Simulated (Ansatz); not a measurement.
Start from WP (space group Pnma, No. 62; a = 5.689 Å, b = 3.225 Å, c = 6.224 Å).

Calculations: PBEsol/PAW in Ansatz (a program for electronic structure), spin-orbit coupling left out.

Base values:

```
Property            Value
---------------  --------
Volume per atom  14.27 Å³
Band gap             zero
```

It is then changed as follows: a hydrostatic pressure of 0.7 GPa.

### Question
Predict the new volume per atom and band gap.

### Answer
The volume per atom drops by 0.04 Å³, from 14.27 Å³ to 14.23 Å³; the band gap is still zero.

Load acts through the strain it causes; cell and atoms are relaxed under it. No phonon test of stability was made. All final runs are without spin polarisation.
